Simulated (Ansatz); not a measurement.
Consider this model of amorphous Ti₂₀O₄₃In₂.

```xyz
65
Lattice="9.5842 -0.0252 -0.0359 -0.0252 8.9281 0.0961 -0.0359 0.0961 9.5660" Properties=species:S:1:pos:R:3 pbc="T T T"
Ti     5.3625     0.3789     4.0660
Ti     3.0201     3.9025     1.7248
Ti     1.9255     0.1342     5.2650
Ti     0.0755     2.5652     1.1118
Ti     6.9904     7.3853     0.3153
Ti     7.3491     2.1072     8.8920
Ti     3.0166     4.1661     4.8139
Ti     0.8752     8.1229     8.4906
Ti     4.0176     3.1608     7.9817
Ti     9.2349     1.7904     4.2619
Ti     0.1974     6.0270     5.8998
Ti     0.2141     5.2397     2.6854
Ti     5.8001     2.9714     2.2529
Ti     5.3872     8.7752     7.5373
Ti     6.7482     5.9908     3.8715
Ti     0.6712     3.0187     6.9295
Ti     3.3955     6.7080     9.1409
Ti     9.0103     5.7404     8.7776
Ti     9.0331     8.4007     2.6200
Ti     4.8640     6.1562     6.5648
O      1.3807     2.1654     5.2849
O      8.9493     7.6284     9.5049
O      7.2540     5.7910     9.2622
O      5.0725     7.5600     0.0683
O      3.7311     5.7235     5.0550
O      0.0466     4.6310     0.8611
O      3.2419     5.5621     1.0182
O      4.0067     3.4888     3.2089
O      4.1350     3.2560     6.1125
O      0.8782     0.3713     3.7226
O      9.2083     3.0522     2.9071
O      1.4278     4.5372     5.8503
O      9.1706     4.5807     7.3233
O      7.2179     2.5747     1.0280
O      5.0303     0.9566     2.2486
O      4.2706     1.3172     8.2786
O      9.1849     2.3999     8.7134
O      5.7445     7.5196     4.1696
O      1.2063     0.4094     7.0683
O      2.1985     3.1230     8.0191
O      8.6714     5.7337     4.2387
O      4.2705     5.2319     8.0646
O      1.3855     7.2676     5.3671
O      6.2949     2.2666     3.8609
O      1.5762     6.3979     8.4772
O      9.2700     0.7590     1.2833
O      8.0611     0.3641     3.8200
O      6.8956     0.3181     8.7299
O      9.1027     7.0392     7.1904
O      6.2894     5.1086     5.4279
O      7.4255     7.3293     2.0997
O      2.3941     8.2962     0.1196
O      4.3980     3.0902     0.6666
O      3.6246     0.3129     4.6145
O      1.8204     4.5925     3.1801
O      8.5453     2.4278     5.8737
O      1.8967     2.3945     1.2528
O      6.2473     3.1199     7.8952
O      6.2675     7.2264     7.0588
O      0.5947     6.9355     2.4331
O      5.8661     0.8224     5.9588
O      3.8396     7.6533     7.1934
O      6.3319     4.7392     2.6382
In     6.4411     3.0043     5.8102
In     3.6640     0.8546     0.7133
```

These are PBE, scalar-relativistic without spin-orbit coupling (plane waves to 420 eV, PAW; Ansatz, an electronic-structure program) values and carry that method's errors.

A CHGNet melt-quench gave the starting glass, which DFT then relaxed. O atoms were pushed apart under 1.9 Å during the dynamics, to hinder bonds among them. The hot cell started wider than the set density and was brought back towards it in steps. It is the lowest in DFT energy of 2 quenches. It is a model cell: composition and starting density were chosen by hand, and all elements were melted together. No dispersion term was used. Its density started from a set value of 3.87 and ended at 3.80 g/cm³. The quench (nominally 360 K/ps over its main leg) was far faster than any real one, so the model tends to hold more defects than a real film. One small periodic cell is one sample of the glass; other quenches scatter about these values. Volume and shape were free in the relaxation. On a 2×2×2 Γ-centred mesh force components of up to 0.17 eV/Å stay, since the relaxation ran on the zone centre alone.

Cut-offs for bonds: Ti-Ti 3.12 Å, Ti-O 2.50 Å, Ti-In 3.12 Å, O-O 1.58 Å, O-In 2.50 Å, In-In 3.12 Å. Two cations that share two anions don't count as bonded, nor two that share one unless they lie closer than Ti-Ti 3.04 Å, Ti-In 3.04 Å, In-In 3.04 Å.

**Question.** Give the coordination numbers, mean bond lengths and angles.

**Answer.** 
The mean coordination of Ti by anions is 5.30 (1 with 4, 12 with 5, 7 with 6) and the mean coordination of O is 2.72 (13 with 2, 29 with 3, 1 with 4). The mean coordination of In by anions is 5.50 (1 with 5, 1 with 6) and the mean Ti-O bond is 1.961 Å (spread 0.141 Å, 106 counted). The mean O-In bond is 2.193 Å (spread 0.120 Å, 11 counted), the bond angle at Ti is mean 105.2°, spread 27.4° and the bond angle at O comes out as mean 117.5°, spread 19.7°. The bond angle at In comes out as mean 103.4°, spread 28.6°.

**Question.** List the pairs of like atoms that count as bonded by the rules above.

**Answer.** There are none by these rules.
